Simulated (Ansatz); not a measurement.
Output of an Ansatz run (abridged):

```
WARN the atoms were moved onto the symmetric positions of the space group found under crystal.symmetry.tolerance 1.0e-5 (fractional …
WARN ansatz: RAYON_NUM_THREADS=1 ignored (pool sized by the plan → 1); use --threads N
Pseudopotentials: kind: paw
Pseudopotential: Mo, paw, valence charge 14
Pseudopotential: Ru, paw, valence charge 16
Crystal: 8 atoms, lattice volume = 111.252 Å³
Basis set: ecut = 420 eV, 2181 PW (Γ), exchange–correlation on 80×80×60 points (8 copies of the dense FFT grid, shifted against one another)
Bands: 75, of which v1, the nominal top of the filled ones, is band 62 counted from 1 (61 counted from 0)
Symmetry: 6 space group operations
Space group: P3m1 (ITA 156), of the structure as read, at distance tolerance 4.8e-5 Å
k-points: 14 of 80 (time reversal used)
PAW frozen core: Mo, regenerated for the run's functional, and the local potential with it
PAW frozen core: Ru, regenerated for the run's functional, and the local potential with it
Initial density: superposition of atomic densities (neutral atoms: chi_scale 0, normalization atom), corrected by the library's trained network
Initial wavefunctions: pseudopotential atomic-orbital guess
Eigensolver: davidson
Functional: x = pbesol(κ = 0.804, μ = 0.12345679012345678), c = pbesol(β = 0.046)
SCF iter   1: F=—  HF=-44694.480339 eV  |F-HF|=—  |Δ(HF+E_count)|=         —  Δρ=1.29e-2  dr2=2.31e-1  ethr=1.77e-3  ⟨swp⟩=5.0  Hψ=3196  notcnv=0
all-band conjugate gradients solve this SCF's bands
preconditioner: auto → Kerker (q_TF=auto, 2.778 Å⁻¹)
SCF iter   2: F=—  HF=-44694.466488 eV  |F-HF|=—  |Δ(HF+E_count)|=   1.39e-2  Δρ=6.16e-3  dr2=5.39e-2  ethr=1.86e-4  ⟨swp⟩=1.0  Hψ=1218  notcnv=0
SCF iter   3: F=—  HF=-44694.462965 eV  |F-HF|=—  |Δ(HF+E_count)|=   3.52e-3  Δρ=9.11e-4  dr2=7.14e-4  ethr=4.34e-5  ⟨swp⟩=1.4  Hψ=1056  notcnv=0
SCF iter   4: F=—  HF=-44694.462923 eV  |F-HF|=—  |Δ(HF+E_count)|=   4.22e-5  Δρ=1.18e-4  dr2=9.47e-6  ethr=5.75e-7  ⟨swp⟩=2.0  Hψ=1889  notcnv=0
SCF iter   5: F=—  HF=-44694.462845 eV  |F-HF|=—  |Δ(HF+E_count)|=   7.81e-5  Δρ=4.99e-5  dr2=3.31e-6  ethr=7.64e-9  ⟨swp⟩=2.0  Hψ=1918  notcnv=0
SCF iter   6: F=-44694.462845 eV  HF=-44694.462845 eV  |F-HF|=2.96e-9  |Δ(HF+E_count)|=   7.95e-8  Δρ=7.13e-6  dr2=3.29e-8  ethr=8.06e-11  ⟨swp⟩=3.3  Hψ=4197  notcnv=0
SCF 1 converged in 6 iterations: F = -44694.462845 eV  dr2 = 3.29e-8
SCF converged after 6 iterations
Free energy (F): -44694.462845 eV
Harris-Foulkes:  -44694.462845 eV  (|F-HF|=2.96e-9)
Internal energy: -44694.186562 eV  (E = F + TS)
E sigma→0 (E₀):  -44694.324703 eV
Entropy (-TS):   -0.276283 eV (-34.535 meV/atom)
Fermi energy:    22.771257 eV
--- Per-component energies (eV) ---
  E_band       = -413.959090
  E_kinetic    = 3972.095677
  E_local      = -9168.105654  (includes V_loc(G=0)·N_el)
  E_nonlocal   = 2357.785067
  E_hartree    = 2970.834473
  E_xc         = -1503.941105
  E_vxc        = -1892.077979  (∫ρ·V_xc dr)
  E_paw        = -26684.497272  (= ΣΔE_a)
  E_vpaw       = -1625.317562  (= ΣTr[D̂ρ^β])
  E_aug_tail   = -0.001157  (compensation charges beyond the density's cutoff)
  E_ewald      = -16640.294965
  E_core_change = 1.938375  (= ΣΔE_core)
  E_smearing   = -0.276283  (= −TS)
  E_closure    = 0.000000  (closes the sum)
  Σ components = -44694.462845   (vs F -44694.462845, Δ=0.00e0)
--- Forces (eV/Å), atoms counted from 1 ---
  atom   1  Mo    -0.00000000     0.00000000    -0.36424281
  atom   2  Mo    -0.00000000     0.00000000    -0.10021731
  atom   3  Ru    -0.07439143     0.04294991     0.09524960
  atom   4  Ru     0.08618898    -0.04976123     0.05957508
  atom   5  Ru    -0.08618898    -0.04976123     0.05957508
  atom   6  Ru     0.07439142     0.04294991     0.09524960
  atom   7  Ru     0.00000000    -0.08589982     0.09524960
  atom   8  Ru    -0.00000001     0.09952246     0.05957508
  max |Σ_I F_I| component: 1.39e-5 eV/Å
--- Stress (GPa, compression-positive) ---
       -1.987136       0.000000      -0.000000
        0.000000      -1.987136       0.000000
       -0.000000       0.000000      -4.108287
  P = ⅓ Tr σ = -2.6942 GPa (-26.942 kbar)
  The stress holds the Pulay correction. Without it, at fixed plane waves, as pw.x and ABINIT print it: P = -2.7330 GPa
--- Band table (eV; the first three rows and the last of 14) ---
  k-point 0: bands = ["-49.8495", "-49.7417", "-49.7417", "-49.7221", "-49.6799", "-49.6799", "-37.9702", "-37.9686", "-20.2251", "-20.2191", "-20.0463", "-19.9862", "-19.9862", "-19.9397", "-19.9397", "-19.9180", "-19.9180", "-19.7404", "-19.5887", [...]
  k-point 1: bands = ["-49.8373", "-49.7358", "-49.7358", "-49.7343", "-49.6858", "-49.6858", "-37.9705", "-37.9691", "-20.2246", "-20.1952", "-20.0928", "-20.0928", "-20.0180", "-19.9792", "-19.9792", "-19.7900", "-19.7900", "-19.7157", "-19.5772", [...]
  k-point 2: bands = ["-49.8055", "-49.7662", "-49.7204", "-49.7204", "-49.7012", "-49.7012", "-37.9710", "-37.9699", "-20.2168", "-20.1957", "-20.1341", "-20.1341", "-20.0830", "-20.0830", "-19.8775", "-19.6831", "-19.6505", "-19.6402", "-19.6402", [...]
  k-point 13: bands = ["-49.7778", "-49.7489", "-49.7451", "-49.7270", "-49.7121", "-49.7043", "-37.9719", "-37.9708", "-20.0986", "-20.0845", "-20.0720", "-20.0586", "-19.9952", "-19.9914", "-19.8209", "-19.8040", "-19.7443", "-19.7340", [...]
```

The structure:

```xyz
8
Lattice="5.4478 0.0000 0.0000 -2.7239 4.7179 0.0000 0.0000 0.0000 4.3285" Properties=species:S:1:pos:R:3 pbc="T T T"
Mo     2.7239     1.5726     1.1321
Mo     0.0000     3.1453     3.2464
Ru     4.0903     0.7837     3.2464
Ru    -1.3664     3.9342     1.0821
Ru     1.3664     3.9342     1.0821
Ru     1.3575     0.7837     3.2464
Ru     2.7239     3.1504     3.2464
Ru     0.0000     1.5675     1.0821
```

### Question
Reconstruct the input of this run.

### Answer
Other spellings and defaults could give the same log, and not every line can be read from it. The input that was run (DFT, PBEsol, plane waves, default PAW files made with PBE):

Ansatz 0.2 input:
```yaml
# MoRu3
crystal:
  lattice:
    - [5.447787, 0.000000, 0.000000]
    - [-2.723894, 4.717923, 0.000000]
    - [0.000000, 0.000000, 4.328485]
  atoms:
    - { symbol: Mo, position_ang: [2.723896, 1.572639, 1.132120] }
    - { symbol: Mo, position_ang: [-0.000003, 3.145284, 3.246364] }
    - { symbol: Ru, position_ang: [4.090307, 0.783741, 3.246364] }
    - { symbol: Ru, position_ang: [-1.366414, 3.934182, 1.082121] }
    - { symbol: Ru, position_ang: [1.366414, 3.934182, 1.082121] }
    - { symbol: Ru, position_ang: [1.357479, 0.783741, 3.246364] }
    - { symbol: Ru, position_ang: [2.723893, 3.150440, 3.246364] }
    - { symbol: Ru, position_ang: [-0.000000, 1.567483, 1.082121] }
basis:
  ecutwfc: 420.0
kpoints:
  mp_grid: { grid: [4, 4, 5] }
hamiltonian:
  xc: pbesol
  pseudopotentials: { kind: paw }
scf:
  occupations: { method: fermi_dirac, width: 0.1 }
output:
  forces: true
  eigenvalues: true
  stress: true
```

The starting cell comes from a database of computed structures (which also holds hypothetical and non-ambient phases and stackings), without a prior relaxation at this level. Its lattice was rescaled by up to half a per cent. One atom was moved a little off its site on purpose. Spin polarisation is off. Ansatz's pressure includes its estimate of the finite-basis (Pulay) stress.

Ansatz is a program for electronic structure.
